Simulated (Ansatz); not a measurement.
InAs: response to strain

The reference is InAs in the zinc blende structure (space group F-43m, No. 216).

```
CELL_PARAMETERS angstrom
      0.00000     3.05478     3.05478
      3.05478     0.00000     3.05478
      3.05478     3.05478     0.00000
ATOMIC_POSITIONS crystal
  In 0.00000 0.00000 0.00000
  As 0.25000 0.25000 0.25000
```

Cartesian axes are those of the cell as printed.

Strains are applied to the cell and any free atomic positions relax.

The values are results of r2SCAN, PAW, 500 eV (Ansatz, a first-principles code; no spin-orbit coupling), not measurements.

Notes on the quantities. energy relative to the base: free energy F; pressure: mean of the normal stresses, compression positive.

```
change                          volume per atom  energy relative to the base  pressure
------------------------------  ---------------  ---------------------------  --------
base                                   28.51 Å³                   0 meV/atom   0.0 GPa
uniaxial strain ε_zz = +0.50 %         28.65 Å³                +0.2 meV/atom  -0.3 GPa
uniaxial strain ε_zz = +1.00 %         28.79 Å³                +0.7 meV/atom  -0.6 GPa
uniaxial strain ε_zz = +1.50 %         28.93 Å³                +1.6 meV/atom  -0.8 GPa
uniaxial strain ε_zz = +2.00 %         29.08 Å³                +2.9 meV/atom  -1.1 GPa
uniaxial strain ε_zz = +2.50 %         29.22 Å³                +4.5 meV/atom  -1.3 GPa
uniaxial strain ε_zz = +3.00 %         29.36 Å³                +6.4 meV/atom  -1.6 GPa
```

A case with no gap was solved on a k-mesh chosen for an insulator, which is coarse for it. Stability against distortions was not tested. All final runs are without spin polarisation.
